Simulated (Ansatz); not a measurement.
# What C → Pb does to TiC

The reference is TiC in the rock salt structure (space group Fm-3m, No. 225; a = 4.329 Å).

One thing is altered: Pb takes the place of C on all its sites; the structure is relaxed again.

Calculations: r2SCAN (Ansatz, a program for electronic structure), without spin-orbit coupling, earlier PAW set. k-mesh 14×14×14 (Γ-centred); smearing 0.05 eV (Fermi–Dirac), for the changed cell.

```csv
quantity,base,changed,shift
volume per atom,10.14 Å³,22.99 Å³,+12.85 Å³
density,4.90 g/cm³,9.21 g/cm³,+4.31 g/cm³
lattice parameter a,4.329 Å,5.687 Å,+1.358 Å
space group,Fm-3m (No. 225),Fm-3m (No. 225),–
band gap,zero,zero,–
```

With Pb present, leaving out spin-orbit coupling can change the band edges. Stability against distortions was not tested. As relaxed here, TiPb is a hypothetical phase, not in the database extracts checked. The final runs are not spin-polarised.
